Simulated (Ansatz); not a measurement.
Reference: ScF3 (Pm-3m), PBEsol, rigid bands (plane waves, PAW, scalar-relativistic; Ansatz, a program for electronic structure); axes and stresses refer to this cell.

```yaml
crystal:
  lattice:
    - [2.84295, 1.64138, 2.32117]
    - [-2.84295, 1.64138, 2.32117]
    - [0.00000, -3.28275, 2.32117]
  atoms:
    - { symbol: Sc, position: [0.00000, 0.00000, 0.00000] }
    - { symbol: F, position: [0.50000, 0.00007, 0.99993] }
    - { symbol: F, position: [0.99993, 0.50000, 0.00007] }
    - { symbol: F, position: [0.00007, 0.99993, 0.50000] }
```

* **hole conductivity mass**: 4.0 mₑ
* **Seebeck coefficient, p-type 1e19 cm⁻³**: 623 μV/K
* **electron conductivity mass**: 1.67 mₑ

Change: functional r2SCAN on the same cell. What happens to hole conductivity mass, Seebeck coefficient, p-type 1e19 cm⁻³, electron conductivity mass?

hole conductivity mass moves little, to 4.1 mₑ; Seebeck coefficient, p-type 1e19 cm⁻³ moves little, to 624 μV/K; electron conductivity mass grows to 1.75 mₑ.

Masses are for dilute carriers at 300 K, harmonic means over directions unless an axis is named. Seebeck coefficients are for the stated density at 300 K, with one relaxation time for all states and whether or not that doping can be reached. Spin-orbit coupling is left out unless a row names it. 

Formula and space group known from diffraction (Crystallography Open Database), not checked to be the room-temperature form: ScF3 (Pm-3m).
